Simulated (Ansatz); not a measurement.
The starting structures come from a database of crystals and need not be the phases stable at ambient conditions.

The decay constant κ of evanescent states in the gap governs leakage through a thin film.

Input:

```yaml
crystal:
  lattice:
    - [5.73352, 0.00000, 0.00000]
    - [-2.86676, 4.96537, 0.00000]
    - [2.86676, 1.65512, 4.68140]
  atoms:
    - { symbol: K, position: [0.50000, 0.25000, 0.25000] }
    - { symbol: K, position: [0.50000, 0.75000, 0.75000] }
    - { symbol: Li, position: [0.00000, 0.50000, 0.50000] }
    - { symbol: Ga, position: [0.00000, 0.00000, 0.00000] }
    - { symbol: F, position: [0.00000, 0.76151, 0.23849] }
    - { symbol: F, position: [0.00000, 0.23849, 0.76151] }
    - { symbol: F, position: [0.00000, 0.23849, 0.23849] }
    - { symbol: F, position: [0.00000, 0.76151, 0.76151] }
    - { symbol: F, position: [0.52302, 0.76151, 0.23849] }
    - { symbol: F, position: [0.47698, 0.23849, 0.76151] }
```

Space group of this cell: Fm-3m. The cell is taken as given; by PBEsol its mean pressure is -3.4 GPa.

Transport runs along the normal of the first two printed cell vectors, the (111) plane of the conventional cell.

The gap is the functional's own, uncorrected, and κ follows it; spin-orbit coupling is left out. Mid-gap values are interpolated between the computed energies.

Problem. Predict the band gap and the smallest decay constant κ at mid-gap from PBEsol in Ansatz (a program for electronic structure).

Solution. Gap 6.02 eV on a 8×8×8 mesh; κ = 0.508 1/Å, at the zone centre.
